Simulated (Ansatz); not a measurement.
The starting structures come from a database of crystals and need not be the phases stable at ambient conditions.

Tunnelling through a barrier is set by its complex band structure: the current falls as exp(−2κd) with the smallest κ.

Consider the following.

```xyz
16
Lattice="5.8665 -0.0314 -0.0145 2.2703 6.6418 0.0143 1.4050 -2.6707 6.2525" Properties=species:S:1:pos:R:3 pbc="T T T"
Bi     3.9055     2.9407     1.7053
Bi     5.6363     0.9991     4.5470
P      7.6372     3.9313     4.0908
P      1.9045     0.0085     2.1615
Pb     6.9242     5.1465     0.7301
Pb     2.6175    -1.2067     5.5222
O      6.8013     0.4052     6.2342
O      2.7404     3.5346     0.0182
O      1.9117     0.4498     3.6615
O      7.6301     3.4900     2.5909
O      4.5499     5.1432     2.1004
O      4.9919    -1.2034     4.1519
O      6.5323     3.1592     4.8878
O      3.0095     0.7805     1.3645
O      3.1550     3.6574     4.7287
O      6.3868     0.2824     1.5237
```

Space group of this cell: P-1. The cell was relaxed by PBE-D3(BJ); by PBEsol its mean pressure is -1.9 GPa.

Transport runs along the normal of the first two printed cell vectors.

No gap correction and no spin-orbit coupling; mid-gap values are interpolated between computed energies.

Q: Predict the band gap and the smallest decay constant κ at mid-gap from Ansatz (an electronic-structure program) with PBEsol.

A: Gap 3.31 eV on a 6×6×6 mesh; κ = 0.387 1/Å, at (0.333, 0.167) of the in-plane reciprocal vectors. At the zone centre, at the nearest computed energy, the slowest state has κ = 0.48 1/Å.
